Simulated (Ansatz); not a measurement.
Start from B in the bcc (W type) structure (space group Im-3m, No. 229; a = 2.298 Å; a hypothetical phase, not in the database extracts checked; relaxed with 0.1 eV smearing). Axes: x, y, z lie along the cube axes.

All numbers come from plane-wave PAW DFT at the PBEsol level (Ansatz, a first-principles code, 420 eV), no spin-orbit coupling.

Before the change:

| Item | Value |
|---|---|
| Pressure | 0.0 GPa |
| Volume per atom | 6.06 Å³ |

One thing is altered: compressive biaxial strain of 2.10 % in the plane normal to [110], as in epitaxy on a mismatched substrate; the out-of-plane cell vector and the atoms relax.

Question: Estimate the effect on the pressure.

Answer: The pressure (mean of the normal stresses, compression positive) goes from zero to -33.3 GPa.

Question: Estimate the effect on the volume per atom.

Answer: The volume per atom increases by 2.50 Å³, from 6.06 Å³ to 8.56 Å³.

Whether these cells are dynamically stable was not tested. Under biaxial strain −2.10 %, plane normal [110], relaxed out of plane the cell ends below the base's energy or with stress of the wrong sign: the atoms slid into a distortion or the cell is elastically unstable, so the base is not a stable minimum at this level.
